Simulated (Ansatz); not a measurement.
# Al2O3: pressure −1 GPa

Consider Al2O3 in the corundum structure (space group R-3c, No. 167; a = 4.773 Å, c = 13.013 Å (hexagonal axes)).

The change: hydrostatic tension (pressure −1 GPa).

Level of theory: Ansatz (a first-principles code), PBEsol, PAW, cutoff 420 eV, scalar-relativistic without spin-orbit coupling, earlier PAW set. Settings: 8×8×8 k-points, 0.05 eV Fermi–Dirac smearing.

```json
[
 {"quantity": "volume per atom", "base": "8.56 Å³", "changed": "8.59 Å³", "shift": "+0.036 Å³"},
 {"quantity": "density", "base": "3.96 g/cm³", "changed": "3.94 g/cm³", "shift": "-0.02 g/cm³"},
 {"quantity": "lattice parameter a", "base": "4.773 Å", "changed": "4.780 Å", "shift": "+0.0065 Å"},
 {"quantity": "c/a ratio", "base": "2.726", "changed": "2.727", "shift": "+0.0003"},
 {"quantity": "shortest interatomic distance", "base": "1.861 Å", "changed": "1.864 Å", "shift": "+0.003 Å"},
 {"quantity": "enthalpy H = E + PV relative to the base's energy", "base": "–", "changed": "-0.05 eV/atom", "shift": "–"},
 {"quantity": "band gap", "base": "6.04 eV", "changed": "5.99 eV", "shift": "-0.05 eV"},
 {"quantity": "gap character", "base": "direct at Γ", "changed": "direct at Γ", "shift": "–"},
 {"quantity": "width of the top valence band", "base": "0.63 eV", "changed": "0.63 eV", "shift": "+0.006 eV"},
 {"quantity": "electron mass", "base": "0.40 mₑ along c, 0.37 mₑ across (at Γ)", "changed": "0.39 mₑ along c, 0.37 mₑ across (at Γ)", "shift": "–"},
 {"quantity": "valence-band top at Γ (three highest levels, from the VBM)", "base": "0.00, -0.04, -0.04 eV", "changed": "0.00, -0.03, -0.03 eV", "shift": "–"}
]
```

Final structure:

```xyz
10
Lattice="2.3898 1.3798 4.3441 -2.3898 1.3798 4.3441 0.0000 -2.7595 4.3441" Properties=species:S:1:pos:R:3 pbc="T T T"
Al     0.0000     0.0000     4.5880
Al     0.0000     0.0000     1.9282
Al     0.0000     0.0000     8.4443
Al     0.0000     0.0000    11.1042
O     -0.9283     1.3798     7.6022
O     -0.7308    -1.4938     7.6022
O      1.6590     0.1140     7.6022
O      0.9283    -1.3798     5.4301
O      0.7308     1.4938     5.4301
O     -1.6590    -0.1140     5.4301
```

Load acts through the strain it causes; cell and atoms are relaxed under it. Effective masses come from finite differences of ±0.01 Å⁻¹. Whether these cells are dynamically stable was not tested.
